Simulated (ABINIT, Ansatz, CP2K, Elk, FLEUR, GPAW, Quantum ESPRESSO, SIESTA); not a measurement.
One structure in several programs: Te (P3_121, 3 atoms in the cell)

Self-consistent single point.

```xyz
3
Lattice="2.2572 -3.9096 0.0000 2.2572 3.9096 0.0000 0.0000 0.0000 6.0023" Properties=species:S:1:pos:R:3 pbc="T T T"
Te     0.5936     1.0282     4.0016
Te     3.3271     0.0000     0.0000
Te     0.5936    -1.0282     2.0008
```

All programs got the same cell, k-point mesh and kind of occupations (in Ansatz's words: kpoints.mp_grid.grid = 5 5 3; scf.occupations.method = fermi_dirac; scf.occupations.width = 0.05 eV); potentials, basis and cutoffs are each program's usual ones.

| code | model | pressure (GPa) | largest force (eV/Å) | gap on the mesh (eV) | k-points | cutoff |
|---|---|---|---|---|---|---|
| CP2K | PBE, GPW, DZVP-MOLOPT-SR-GTH basis, GTH-PBE potentials (GTH_POTENTIALS) | 1.18 | 0.313 | 1.003 | 38 | grid 400 Ry |
| Elk | PBE, all-electron FP-LAPW, Elk's shipped species files, APW+lo basis with extra local orbitals | – | – | 1.013 | 16 | rgkmax 8 |
| GPAW | PBE, GPAW PAW datasets PBE (gpaw-data 1.0.1) | -0.10 | 0.076 | 1.006 | 12 | 600 eV |
| FLEUR | PBE, all-electron FLAPW (FLEUR), scalar-relativistic valence | – | 0.125 | 1.012 | 12 | Kmax 4 1/bohr |
| Ansatz | PBE, default PAW files | 0.20 | 0.114 | 1.012 | 12 | default |
| Quantum ESPRESSO | PBE, SSSP 1.1.2 efficiency (PBE) pseudopotentials | 0.22 | 0.203 | 1.001 | 12 | 40 Ry |
| ABINIT | PBE, PAW (JTH v2.0 PBE PAW) | 0.26 | 0.185 | 1.005 | 12 | 40 Ry |
| SIESTA | GGA PBE, numerical atomic orbitals DZP, PseudoDojo PBE standard norm-conserving potentials (rewritten from UPF to PSML) | 1.15 | 0.779 | 0.986 | 38 | grid 300 Ry |

A dash marks a value that a program does not give, or that is left out as unsure.

Gaps are read on the mesh. Another mesh or the band path gives a smaller gap, so these values are not converged in the mesh.

The spread over the programs that give each value: pressure within 1.28 GPa; largest force within 0.703 eV/Å; gap on the mesh within 0.027 eV.

The starting cell has typed, rounded lattice constants, without a prior relaxation at this level. Its lattice was rescaled by a random factor within 2.5 % of one. On Ansatz's run: Spin-orbit coupling is off. Another mesh or the band path of this cell gives a smaller gap, so this value is not converged in the mesh.

Problem. Why do the programs differ, and what cannot be compared?

Solution. Differences of this kind can come from the potentials, where these differ, and from what each basis and cutoff leave unconverged. The valence holds different numbers of electrons (CP2K 18, GPAW 18, FLEUR 48, Ansatz (a first-principles code) 48, Quantum ESPRESSO 18, ABINIT 18, SIESTA 48). The zero of total energies and Fermi levels follows the potentials and each program's conventions, so they are not compared here. CP2K and SIESTA use small atom-centred bases, whose incompleteness enters pressures, forces and empty levels differently from a plane-wave cutoff. Elk and FLEUR treat all electrons, but the usual bases taken here (sphere radii, linearisation, local orbitals, empty states) were not tested for convergence, so the values are no reference for the others. Ansatz's pressure is given at a fixed set of plane waves, as the other plane-wave codes print theirs. The programs reduce the same mesh by symmetry to different extents, which changes the work and not the result. In the force vectors, CP2K (by 0.164) and SIESTA (by 0.629) lie more than 0.08 eV/Å from the median of the plane-wave programs.

Keys are those of Ansatz 0.2.
